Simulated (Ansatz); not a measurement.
Defect: interstitial Mg in beta Ga2O3, charge state +2. The step: several atoms move together, Mg the farthest; the atom moves 1.77 Å along (0.01, -0.50, -0.14) of the unit cell; the moving atom starts with neighbours O at 1.87, 2 O at 1.92, O at 2.03 Å and ends with O at 1.87, 2 O at 1.92, O at 2.03 Å. A PBE band in Ansatz (plane-wave PAW, the Γ point alone, 120 host sites, 32 SCF runs with any check of the saddle's order, static, no finite-size correction) gives a forward barrier of 0.37 eV. The saddle point's order was not checked. The charge state is imposed; whether it is stable for some Fermi level was not computed. Sites that were not tried may lie lower.

Single points at the band's start and saddle point can refine it. Rough cost of one point, in units of the band's mean SCF on the same machine:

```tsv
Level	Cost of one point
PBE, a 2×2×2 k-point mesh shifted by half a step	about 9
r2SCAN at 500 eV, the Γ point alone	about 2
```

Which of these move the barrier by more than 0.1 eV, and how far does each move it?

Not one does. PBE, a 2×2×2 k-point mesh shifted by half a step: +0.02 eV; r2SCAN at 500 eV, the Γ point alone: +0.04 eV. Each functional is compared with PBE at the same k-points.

Ansatz is a program for electronic structure.
